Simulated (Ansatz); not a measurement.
**InAs, point defects**

Consider an 8-atom supercell of InAs in the zinc blende structure (space group F-43m, No. 216; a = 6.1084 Å) at its relaxed geometry.

One neutral defect a cell, atoms relaxed at fixed cell.

The values are results of DFT with r2SCAN, PAW potentials and a 500 eV plane-wave cutoff in Ansatz (a program for electronic structure), scalar-relativistic without spin-orbit coupling, earlier PAW set, not measurements.

```tsv
change	largest displacement of a host atom from its site in the perfect cell	pressure
perfect supercell	–	0.0 GPa
As interstitial (started 2.49 Å from the nearest host atom)	1.49 Å	5.2 GPa
In interstitial (started 2.65 Å from the nearest host atom)	0.10 Å	10.2 GPa
Li interstitial (started 2.65 Å from the nearest host atom), symmetric start	0.00 Å	3.7 GPa
In on a As site (antisite), symmetric start	0.08 Å	3.6 GPa
```

The cell is small, so the values are those of an ordered compound at a high defect concentration; dilute-limit values will differ. The mesh was chosen for an insulator and is coarse for the gapless case. Defects with a symmetric start kept the site's symmetry and may sit on a saddle; the others started slightly shaken. The final runs are not spin-polarised.
